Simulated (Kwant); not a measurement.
Device: quantum point contact (saddle potential) in a Ge (holes) two-dimensional gas. Effective mass 0.06 mₑ, grid spacing 12 nm, hard walls, nominal width 300 nm (25 grid rows, so walls 312 nm apart), one parabolic valley, scattering region 900 nm long along x; energies count from the band bottom; Fermi energy 0.00241 eV. Potential (V0 + ½k y²) cos²(πx/L) for |x| < L/2, with V0 swept from 0.0025305 to 0 eV, k = 6.2e-07 eV/nm², L = 410 nm. Perpendicular field 0.081 T, also in the leads; orbital effect alone.

The device is made up for the run: typed textbook-type constants, with dimensions and the other settings drawn at random.

Kwant, effective-mass tight-binding model on a square grid, one spin, coherent transport at 0 K. Conductance is in e²/h.

Density of the scattering states that come in from the left lead, at gate = 0.0012469 eV, in bins, relative to the largest site value (x marks bins outside the device):

```
|=::::-+****+=-:.                            |
|+:---=#%%%%***+-.                           |
|::::::---=---=+=:                           |
|:::.---------:++-.                          |
|==:.++*%%#*#+:=+=:.                         |
|=+::*+*@@##%*-=+=-:.                        |
|-=-:=--+=--====--==-.                       |
|---:----.:-::==::++=:.                      |
|+-:.-*#*=*%=-==.:+*+-..                     |
|*-::-%@##@@*===::===::...                   |
|=-=-:++--=-==--=-:::::......                |
|+-=-:*#=+*+++--=---::::......               |
|#=-:-%@##@@*+==-:=+=-::......               |
|*=::=*#*=#%+-+=::+*+-:.....                 |
|-=-:=---:-=-:==:-+*=:..                     |
|-=-:+--*+==++====+=-.                       |
|++::*+*@@%#%#==+=-:.                        |
|=+::++*%%%##*-=+=:.                         |
|:-::=--=-=-=-:++-.                          |
|--=---==-==-==*=:                     ......|
|*=++=+%@@@%***+-.                    .......|
|=::::=*###*+=-:.                            |
```
Scale: ten equal steps from 0.000 (start of ' ') to 0.935 (end of '@'), in the order ' .:-=+*#%@'; x runs from -434 to 434, y from -137 (bottom) to 137 (top).

The conductance there is 1.12 e²/h with 6 open channel(s) in the leads.
